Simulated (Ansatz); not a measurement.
The starting structures come from a database of crystals and need not be the phases stable at ambient conditions.

The decay constant κ of evanescent states in the gap governs leakage through a thin film.

Given:

```xyz
16
Lattice="5.8022 0.0000 0.0000 -2.9011 7.1388 0.0000 2.9011 0.0000 12.5848" Properties=species:S:1:pos:R:3 pbc="T T T"
Rb     2.9011     0.0000     8.0852
Rb     5.8022     0.0000     4.4996
Rb     1.4505     3.5694    10.7919
Rb     1.4505     3.5694     1.7928
Nb     1.4505     3.5694     6.2924
Nb     0.0000     0.0000     0.0000
Cu     4.3516     3.5694     6.2924
Cu     2.9011     0.0000     0.0000
Se    -1.4757     5.7346     1.3896
Se     4.3768     1.4042     1.3896
Se     4.3265     1.4042    11.1952
Se     4.3768     5.7346    11.1952
Se     0.0251     4.9736     4.9028
Se     2.8760     2.1652     4.9028
Se     5.8273     2.1652     7.6820
Se     2.8760     4.9736     7.6820
```

Space group of this cell: Fddd. The cell is taken as given; by PBEsol its mean pressure is -2.1 GPa.

Transport runs along the normal of the first two printed cell vectors.

The gap is the functional's own, uncorrected, and κ follows it; spin-orbit coupling is left out. Mid-gap values are interpolated between the computed energies.

Question: State the band gap and the smallest decay constant κ at mid-gap according to Ansatz (an electronic-structure program) with PBEsol.

Answer: Gap 1.62 eV on a 6×6×6 mesh; κ = 0.346 1/Å, at the zone centre.
